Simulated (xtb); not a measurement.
xtb 6.7.1, GFN2-xTB: COc1ccc(-c2ccc3c(c2)oc2cc(-c4ccc(C(C)(C)C)cc4)ccc23)cc1, 57 atoms. The geometry is a generated start, not checked to be a minimum at this level.

```
Item                      Result
-----------------  -------------
run flags                 --grad
method                  GFN2-xTB
--acc                1 (default)
--etemp (K)        300 (default)
basis functions              150
valence electrons            154
```

One run each on 1 thread. Values of broydamp tried: 0.02, 0.05, 0.1, 0.2, 0.4 (default), 0.6, 0.8, 1.

Problem. Predict the course of the SCC iterations along this series.

Solution. Fewest SCC iterations, within one of each other: 0.2 with 12, 0.4 (default) with 11, 0.6 with 12, 0.8 with 12. The count rises to 18 at 0.02. All converge to one solution.

```tsv
broydamp	SCC iterations	end
0.02	18	same solution
0.05	15	same solution
0.1	14	same solution
0.2	12	same solution
0.4 (default)	11	same solution
0.6	12	same solution
0.8	12	same solution
1	13	same solution
```
